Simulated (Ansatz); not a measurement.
Start from ZrSe2 in the CdI2 type structure (space group P-3m1, No. 164; layered, stacked along the Cartesian z axis).

```
ZrSe2
1.0
    3.73508     0.00000     0.00000
   -1.86754     3.23468     0.00000
    0.00000     0.00000     6.03154
Zr Se
1 2
Direct
  0.00000   0.00000   0.00000
  0.33333   0.66667   0.26507
  0.66667   0.33333   0.73493
```

Computed with PBE-D3(BJ) in Ansatz (plane waves to 420 eV, PAW, no SOC).

For the base:

| Property | Value |
|---|---|
| c/a ratio | 1.615 |
| Density | 5.68 g/cm³ |

Perturbation: cell and atoms relaxed at a pressure of 4.5 GPa.

### Question
Estimate the effect on the c/a ratio.

### Answer
The c/a ratio decreases by 0.031 (1.615 → 1.584).

### Question
Estimate the effect on the density.

### Answer
The density grows by 0.56 g/cm³ to 6.24 g/cm³.

Load acts through the strain it causes; cell and atoms are relaxed under it. Stability against distortions was not tested. All final runs are without spin polarisation.

Ansatz is a program for electronic structure.
